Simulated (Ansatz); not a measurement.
Consider NiO in the rock salt structure (space group Fm-3m, No. 225; a = 4.117 Å; ferromagnetic).

Computed with Ansatz (an electronic-structure program), PBEsol, PAW, cutoff 420 eV, scalar-relativistic without spin-orbit coupling, earlier PAW set.

For the base:

```
Quantity                    Result
-------------------  -------------
Volume per atom            8.72 Å³
Largest site moment        1.04 μB
Magnetic state       ferromagnetic
```

The change: a hydrostatic pressure of 1.5 GPa.

How does this affect the volume per atom?

The volume per atom shrinks by 0.068 Å³, from 8.72 Å³ to 8.66 Å³.

Estimate the effect on the largest site moment.

The largest site moment hardly moves (1.04 μB against 1.00 μB).

What does the calculation give for the magnetic state after the change?

The magnetic state is still ferromagnetic.

Load acts through the strain it causes; cell and atoms are relaxed under it. Whether these cells are dynamically stable was not tested. No Hubbard U is applied and the magnetic state is the run's own (NiO ferromagnetic); other magnetic orders, which need larger cells, were not tried and can change the gap. In its common phase, real NiO is an antiferromagnetic insulator at low temperature.
